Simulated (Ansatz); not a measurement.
ZnSe (F-43m), HSE06, rigid bands in Ansatz (an electronic-structure program): N_c = 1.35e18 cm⁻³ at 300 K and an electron conductivity mass of 0.143 mₑ.

**Question.** For 1e16 electrons per cm³ at 300 K, place the Fermi level, estimate the Seebeck coefficient of a parabolic band with constant τ, and give mobility and conductivity for τ = 5 fs.

**Answer.** The level lies k_BT ln(N_c/n) = 0.127 eV below the conduction-band minimum. S ≈ −(k_B/e)[ln(N_c/n) + 5/2] = -638 μV/K, against -633 μV/K from the full bands (mean over directions). μ = eτ/m = 61.5 cm²/(V·s) and σ = neμ = 0.0985 S/cm. τ is assumed, not computed.

Band transport and this doping are assumed; polarons and phonon drag are left out. Spin-orbit coupling is left out. Geometry: cell and atoms relaxed with PBEsol.
